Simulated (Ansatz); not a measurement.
## FeCo under a change: pressure 18 GPa

Consider FeCo in the CsCl type structure (space group Pm-3m, No. 221; a = 2.800 Å; ferromagnetic).

Modification: cell and atoms relaxed at a pressure of 18 GPa.

Level of theory: PBEsol in Ansatz (plane waves to 420 eV, PAW, no spin-orbit coupling). Γ-centred 17×17×17 mesh, Fermi–Dirac width 0.05 eV.

The volume per atom decreases by 0.74 Å³ to 10.24 Å³ and the density grows by 0.63 g/cm³, from 8.68 g/cm³ to 9.31 g/cm³. The lattice parameter a drops by 0.0646 Å, from 2.800 Å to 2.736 Å and the shortest interatomic distance drops by 0.056 Å to 2.369 Å. The enthalpy H = E + PV relative to the base's energy amounts to +1.19 eV/atom and the band gap remains zero. The magnetic state stays ferromagnetic and the largest site moment shrinks by 0.11 μB to 2.60 μB.

Final structure:

```xyz
2
Lattice="2.7357 0.0000 0.0000 0.0000 2.7357 0.0000 0.0000 0.0000 2.7357" Properties=species:S:1:pos:R:3 pbc="T T T"
Fe     0.0000     0.0000     0.0000
Co     1.3679     1.3679     1.3679
```

Other magnetic orders, which the real material may have, were not ruled out. Load acts through the strain it causes; cell and atoms are relaxed under it. No phonon test of stability was made. No other phases were tried under pressure.

Ansatz is an electronic-structure program.
